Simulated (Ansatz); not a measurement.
Substrate model: Si(111) 1x1 surface, 6 top atoms, 3 bilayers, bottom bilayer H-capped and fixed, every top atom capped by H; cell 11.5 x 6.6 Å; two neighbouring H replaced by SH; about 7 Å thick over the host's atoms, 18 atoms held. All values below come from PBE-D3(BJ) (plane waves to 420 eV, PAW; Ansatz, a program for electronic structure). Sampling: 1x2x1 k points. The slab states were run without spin polarisation. Results hold for this slab, coverage and mesh. No zero-point or entropy terms are included. Each state was relaxed from one prepared geometry.

End state of this step: H2S attacks the fragment of GeH4 (once exchanged) and H2 forms. Atoms near the product:

```
atom     x (Å)   y (Å)   z (Å)
------  ------  ------  ------
H(14)   -0.007   6.649  11.008
H(29)    3.791   6.643  11.033
S(48)    1.831  10.085  11.665
H(49)    0.477   9.955  11.683
Ge(a0)   6.740   9.126  12.839
H(a2)    8.080   8.878  12.136
H(a3)    2.001   7.170  13.052
H(a4)    6.880   9.912  14.154
S(b0)    5.873   7.103  13.210
H(b1)    2.016   6.419  13.104
H(b2)    4.797   7.601  13.864
```

Problem. What energy does it take to move H2 into the gas, one a cell, with the surface relaxed behind it, and what are its closest contacts before it leaves?

Solution. 0.09 eV. Its closest contacts to the rest of the cell: H(b1)...H(29) 2.74 Å, H(a3)...H(29) 2.75 Å, H(a3)...H(14) 2.91 Å.
